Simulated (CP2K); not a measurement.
**Parameter sweep on SiO2 (P-31m, 36 atoms in the cell)**

Space group P-31m (No. 162); a = 11.741 Å, b = 11.741 Å, c = 4.447 Å, α = 90.00°, β = 90.00°, γ = 120.00°

```json
[
 {"atom": "Si", "site": "12l", "symmetry": "1", "x": "0.1497", "y": "0.4612", "z": "0.2170"},
 {"atom": "O", "site": "6i", "symmetry": "..2", "x": "0.1630", "y": "0.5815", "z": "0.0000"},
 {"atom": "O", "site": "6j", "symmetry": "..2", "x": "0.2527", "y": "0.5054", "z": "0.5000"},
 {"atom": "O", "site": "6k", "symmetry": "..m", "x": "0.3785", "y": "0.3785", "z": "0.6544"},
 {"atom": "O", "site": "6i", "symmetry": "..2", "x": "0.1851", "y": "0.3702", "z": "0.0000"}
]
```

Base run A: LDA (Pade form), GPW, DZVP-MOLOPT-SR-GTH basis, GTH-PADE potentials (GTH_POTENTIALS) (CP2K 2026.2), self-consistent single point.

Its settings: CUTOFF = 450 Ry; REL_CUTOFF = 50 Ry; SMEAR/METHOD = GAUSSIAN; SIGMA = 0.01 eV; KPOINTS/SCHEME = MACDONALD 2 2 5 0.25 0.25 0; XC_FUNCTIONAL = PADE; Si/BASIS_SET = DZVP-MOLOPT-SR-GTH-q4; Si/POTENTIAL = GTH-PADE-q4; O/BASIS_SET = DZVP-MOLOPT-SR-GTH-q6; O/POTENTIAL = GTH-PADE-q6; METHOD = GPW; EPS_DEFAULT = 1e-10; NGRIDS = 4; SCF_GUESS = ATOMIC; EPS_SCF = 1e-06; MAX_SCF = 100; ADDED_MOS = 30; MIXING/METHOD = BROYDEN_MIXING; MIXING/ALPHA = 0.4; MIXING/NBUFFER = 8.

The starting cell comes from a database of computed structures (which also holds hypothetical and non-ambient phases and stackings), without a prior relaxation at this level. Values carry the incompleteness of an atom-centred basis. In the base run, with a pressure of about -7 GPa the cell is away from its equilibrium volume at this level.

ΔF is the free energy per atom less that of run A. 

Runs:
- B: lattice scaled by 0.97
- C: lattice scaled by 0.97; CUTOFF: 450 Ry → 270 Ry
- D: lattice scaled by 0.985
- E: lattice scaled by 0.985; CUTOFF: 450 Ry → 270 Ry
- F: lattice scaled by 1.015
- G: lattice scaled by 1.015; CUTOFF: 450 Ry → 270 Ry
- H: lattice scaled by 1.03
- I: lattice scaled by 1.03; CUTOFF: 450 Ry → 270 Ry
- J: CUTOFF: 450 Ry → 270 Ry

```json
[
 {"run": "A", "ΔF (meV/atom)": "0.00", "pressure (GPa)": "-6.54", "largest force (eV/Å)": "0.752", "gap on the mesh (eV)": "5.773"},
 {"run": "B", "ΔF (meV/atom)": "5.5", "pressure (GPa)": "9.09", "largest force (eV/Å)": "1.094", "gap on the mesh (eV)": "6.877"},
 {"run": "C", "ΔF (meV/atom)": "5.9", "pressure (GPa)": "9.09", "largest force (eV/Å)": "1.169", "gap on the mesh (eV)": "6.877"},
 {"run": "D", "ΔF (meV/atom)": "-12.8", "pressure (GPa)": "0.51", "largest force (eV/Å)": "0.350", "gap on the mesh (eV)": "6.325"},
 {"run": "E", "ΔF (meV/atom)": "-12.4", "pressure (GPa)": "0.50", "largest force (eV/Å)": "0.320", "gap on the mesh (eV)": "6.325"},
 {"run": "F", "ΔF (meV/atom)": "40.0", "pressure (GPa)": "-12.27", "largest force (eV/Å)": "1.466", "gap on the mesh (eV)": "5.228"},
 {"run": "G", "ΔF (meV/atom)": "40.5", "pressure (GPa)": "-12.28", "largest force (eV/Å)": "1.396", "gap on the mesh (eV)": "5.229"},
 {"run": "H", "ΔF (meV/atom)": "103.6", "pressure (GPa)": "-16.88", "largest force (eV/Å)": "2.094", "gap on the mesh (eV)": "4.699"},
 {"run": "I", "ΔF (meV/atom)": "104.1", "pressure (GPa)": "-16.89", "largest force (eV/Å)": "2.020", "gap on the mesh (eV)": "4.699"},
 {"run": "J", "ΔF (meV/atom)": "0.44", "pressure (GPa)": "-6.54", "largest force (eV/Å)": "0.666", "gap on the mesh (eV)": "5.773"}
]
```

Run F against A: The free energy rises by 40.0 meV/atom, the pressure goes from -6.54 to -12.27 GPa, the largest force goes from 0.752 to 1.466 eV/Å and the gap on the mesh goes from 5.773 to 5.228 eV.

Run E against A: The free energy falls by 12.4 meV/atom, the pressure goes from -6.54 to 0.50 GPa, the largest force goes from 0.752 to 0.320 eV/Å and the gap on the mesh goes from 5.773 to 6.325 eV.

Run H against A: The free energy goes up by 104 meV/atom, the pressure goes from -6.54 to -16.88 GPa, the largest force goes from 0.752 to 2.094 eV/Å and the gap on the mesh goes from 5.773 to 4.699 eV.
